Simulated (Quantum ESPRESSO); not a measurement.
Worked example: self-consistent single point of KMgF₃ (Pm-3m, 5 atoms in the cell) in Quantum ESPRESSO.

Method: revPBE, PseudoDojo standard norm-conserving (PBE) pseudopotentials (plane waves; Quantum ESPRESSO).

```
CELL_PARAMETERS angstrom
      3.96534     0.00000     0.00000
      0.00000     3.96534     0.00000
      0.00000     0.00000     3.96534
ATOMIC_POSITIONS crystal
  K  0.50000 0.50000 0.50000
  Mg 0.00000 0.00000 0.00000
  F  0.00000 0.50000 0.00000
  F  0.50000 0.00000 0.00000
  F  0.00000 0.00000 0.50000
```

Reference input (self-consistent single point, DFT, PBEsol, plane waves, PseudoDojo standard norm-conserving (PBESOL) pseudopotentials): ecutwfc = 85 Ry; occupations = fixed; potentials = {K: K.upf, Mg: Mg.upf, F: F.upf}; K_POINTS = automatic 4 4 4 0 0 0; nbnd = 24; conv_thr = 1e-08 Ry; mixing_beta = 0.7. This run's input differs from it in these lines:

```diff
@@ -15,2 +15,3 @@
     nbnd = 24
+    input_dft = 'revpbe'
 /
```

Its files differ too (potentials: PseudoDojo standard norm-conserving (PBE)).

Log, with long lists cut:

```
     Self-consistent Calculation

     iteration #  1     ecut=    85.00 Ry     beta= 0.70

     total energy              =    -327.51490092 Ry
     estimated scf accuracy    <       0.54497843 Ry

     iteration #  2     ecut=    85.00 Ry     beta= 0.70

     total energy              =    -327.67897164 Ry
     estimated scf accuracy    <       0.32497998 Ry

     iteration #  3     ecut=    85.00 Ry     beta= 0.70

     total energy              =    -327.74279445 Ry
     estimated scf accuracy    <       0.00242413 Ry

   [... 3 blocks of this kind left out ...]

     iteration #  7     ecut=    85.00 Ry     beta= 0.70

     total energy              =    -327.74344263 Ry
     estimated scf accuracy    <       0.00000014 Ry

     iteration #  8     ecut=    85.00 Ry     beta= 0.70
     End of self-consistent calculation

     highest occupied, lowest unoccupied level (ev):     3.1669   10.9146

!    total energy              =    -327.74344267 Ry
     estimated scf accuracy    <          6.5E-09 Ry

     convergence has been achieved in   8 iterations

     Forces acting on atoms (cartesian axes, Ry/au):

     atom    1 type  1   force =     0.00000000    0.00000000    0.00000000
   [... zero for the other atoms too ...]

     Total force =     0.000000     Total SCF correction =     0.000000

          total   stress  (Ry/bohr**3)                   (kbar)     P=       82.31
   0.00055951   0.00000000   0.00000000           82.31        0.00        0.00
   0.00000000   0.00055951   0.00000000            0.00       82.31        0.00
   0.00000000   0.00000000   0.00055951            0.00        0.00       82.31

   JOB DONE.
```

The run converged in 8 iterations. Against the reference run the pressure goes from 1.33 to 8.23 GPa and the gap on the mesh goes from 7.282 to 7.748 eV.

The starting cell comes from a database of computed structures (which also holds hypothetical and non-ambient phases and stackings), without a prior relaxation at this level. Its lattice was rescaled by a random factor within 2.5 % of one. With a pressure of about 8 GPa the cell is away from its equilibrium volume at this level.
